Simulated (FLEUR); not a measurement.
A self-consistent single point of YSI (P1, 3 atoms in the cell) with FLEUR.

Method of the run: FLEUR with PBEsol, all-electron FLAPW (FLEUR), scalar-relativistic valence.

The change in words: lattice scaled by 0.98. Reference geometry:
```xyz
3
Lattice="4.5437 0.0000 0.0000 -2.2719 3.9350 0.0000 0.0000 0.0000 5.1426" Properties=species:S:1:pos:R:3 pbc="T T T"
Y      0.0035     0.0316     0.0563
S      0.0098     2.6304    -0.0012
I      2.2585     1.2730     2.5162
```

Reference input (self-consistent single point, DFT, PBEsol, all-electron FLAPW (FLEUR), scalar-relativistic valence): Kmax = 4.4 1/bohr; GmaxXC = 17.6 1/bohr; xcFunctional = PBEs; jspins = 1; l_soc = F; mode = hist; fermiSmearingEnergy = 0.00073499 Htr; mesh (inpgen div1-3) = 4 4 4; inpgen gamma flag = true; Gmax = 17.6 1/bohr; numbands = 0; maxIterBroyd = 40. This run's input differs from it in these lines:

```diff
@@ -3,5 +3,5 @@
 &input film=f /
-8.5864057120 -0.0000000993 0.0000000000
--4.2932027700 7.4360455234 0.0000000000
-0.0000000000 0.0000000000 9.7180677740
+8.4146769143 0.0000003583 0.0000000000
+-4.2073387675 7.2873237933 0.0000000000
+0.0000000000 0.0000000000 9.5237056626
 1.0
@@ -45,5 +45,5 @@
          <bravaisMatrix>
-            <row-1>    8.5864057119999995    -0.0000000993000000     0.0000000000000000</row-1>
-            <row-2>   -4.2932027699999997     7.4360455233999998     0.0000000000000000</row-2>
-            <row-3>    0.0000000000000000     0.0000000000000000     9.7180677739999997</row-3>
+            <row-1>    8.4146769142999993     0.0000003583000000     0.0000000000000000</row-1>
+            <row-2>   -4.2073387674999996     7.2873237932999997     0.0000000000000000</row-2>
+            <row-3>    0.0000000000000000     0.0000000000000000     9.5237056625999994</row-3>
          </bravaisMatrix>
```

Log, with long lists cut:

```
 Iteration:     1   Distance:       7.36688257 me/bohr^3
 Iteration:     2   Distance:       6.57124003 me/bohr^3
 Iteration:     3   Distance:       3.15185758 me/bohr^3
 Iteration:     4   Distance:       2.89795052 me/bohr^3
 Iteration:     5   Distance:       0.65002816 me/bohr^3
   [... 8 lines left out ...]
 Iteration:    14   Distance:       0.00026908 me/bohr^3
 Iteration:    15   Distance:       0.00008381 me/bohr^3
 Iteration:    16   Distance:       0.00002101 me/bohr^3
 Iteration:    17   Distance:       0.00000966 me/bohr^3
 Reset of history
 Run finished successfully
 Stop message:
   Structural relaxation: new displacements generated

[file out, last iteration]
             iter=     18
[...]
          total density-effective poten   -1.7985651795E+04
          total charge density-energy d   -3.1145440836E+02
 Updated energy parameters for spin:           1
[...]
 fermi energy and band-weighting factors:
    0.526782    0.527877    0.539098

[...]
FERMIE:
          first approx. to ef    (T=0)  :   0.251445 htr   (energy of the highest occ. eigenvalue)
          number of occ. states  (T=0)  :        612
          first approx. to seigv (T=0)  : -19.122782 htr
          sum of weights of occ. states :  17.000000
          sum of semicore charge        :   0.000000 e
FERHIS:  Fermi-Energy by histogram:
          bandgap                     :   0.042437 htr
   [... lines left out ...]
          charge neutrality (T=0)     :   0.000000    (zero if the highest occ. eigenvalue is "entirely" occupied)
 Direct bandgap for spin            1 :    4.2436858854523751E-002  Htr
 ---->    free energy=                    -10898.5827412060 htr
   [... lines left out ...]
 TOTAL FORCE FOR ATOM TYPE=  1  X=  0.006   Y=  0.058   Z=  0.104
                       FX_TOT= 0.001139 FY_TOT=-0.003447 FZ_TOT= 0.003712
 TOTAL FORCE FOR ATOM TYPE=  2  X=  4.226   Y= -2.416   Z= -0.002
                       FX_TOT=-0.001783 FY_TOT= 0.002406 FZ_TOT=-0.004012
 TOTAL FORCE FOR ATOM TYPE=  3  X= -4.232   Y=  2.357   Z=  4.660
                       FX_TOT= 0.000643 FY_TOT= 0.001049 FZ_TOT= 0.000299
```

The run converged in 17 iterations. FLEUR gives forces in its relaxation mode, with a further iteration, so its stop message speaks of a relaxation. Against the reference run the free energy falls by 11.6 meV/atom, the largest force goes from 0.240 to 0.267 eV/Å and the gap on the mesh goes from 1.222 to 1.155 eV.

The starting cell comes from a database of computed structures (which also holds hypothetical and non-ambient phases and stackings), without a prior relaxation at this level. Its atoms were displaced at random from the sites of space group no. 187. For this run, on top of that: lattice scaled by 0.98. Spin-orbit coupling is off. Values depend on the basis (sphere radii, cutoffs, local orbitals), which need not be converged.

Cost on one core of a shared machine: roughly 8 min.
